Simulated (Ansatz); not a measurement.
The reference is KZnF₃ in the cubic perovskite structure (space group Pm-3m, No. 221; a = 4.127 Å).

Calculations: PBE (Ansatz, a first-principles code, PAW, scalar-relativistic without spin-orbit coupling).

Strains are applied to the cell and any free atomic positions relax.

One change was made to it. Results:

```
quantity                                  base            after
-----------------------------  ---------------  ---------------
width of the top valence band          1.51 eV          1.61 eV
gap character                  indirect, R → Γ  indirect, R → Γ
smallest direct gap                    5.22 eV          5.37 eV
band gap                               3.71 eV          3.76 eV
```

Question: Name the change that was made.
A) isotropic strain −3.00 %
B) isotropic strain −2.40 %
C) isotropic strain −1.80 %
D) isotropic strain −1.20 %
E) isotropic strain −0.60 %

Answer: E, isotropic strain −0.60 %. For comparison, the band gap in the other runs: isotropic strain −1.20 % gives 3.81 eV; isotropic strain −1.80 % gives 3.86 eV; isotropic strain −3.00 % gives 3.95 eV; isotropic strain −2.40 % gives 3.91 eV.

Whether these cells are dynamically stable was not tested. Many cubic perovskites are stable only at high temperature; tilts and polar distortions were not tested.
